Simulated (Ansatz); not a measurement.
## How far PBE and PBEsol part for hypothetical Pm-3n ZnO, biaxial strain +2.82 %, plane normal [001], relaxed out of plane

Base system: ZnO (space group Pm-3n, No. 223; a = 5.657 Å; a hypothetical phase, not in the database extracts checked). Axes: x, y, z lie along the cube axes.

(Cell as relaxed with PBE.)

Levels (all Ansatz, an electronic-structure program, PAW): PBE (420 eV, no spin-orbit coupling); PBEsol (420 eV, no spin-orbit coupling).

Each level relaxes its own structure.

```
base                      PBE    PBEsol
-------------------  --------  --------
volume per atom      15.08 Å³  14.45 Å³
lattice parameter a   5.657 Å   5.577 Å
band gap              1.05 eV   1.02 eV
```

The change: tensile biaxial strain of 2.82 % in the plane normal to [001], as in epitaxy on a mismatched substrate; the out-of-plane cell vector and the atoms relax.

| quantity | PBE | PBEsol |
|---|---|---|
| mean in-plane stress (compression positive) | -4.7 GPa | … |
| ratio −ε⊥/ε∥ | 0.84 | … |
| shift of the gap caused by the change | -0.23 eV | … |

### Question
Given the PBE results, estimate those of PBEsol.

### Answer

- mean in-plane stress (compression positive), PBEsol: -5.0 GPa
- ratio −ε⊥/ε∥, PBEsol: 0.90
- shift of the gap caused by the change, PBEsol: -0.23 eV

PBE's in-plane stress lies 0.3 GPa above PBEsol's; PBE's ratio −ε⊥/ε∥ lies 0.06 below PBEsol's; the two agree on the shift of the gap caused by the change. Neither level is exact; PBEsol is the comparison here, not a measurement.

Whether these cells are dynamically stable was not tested.
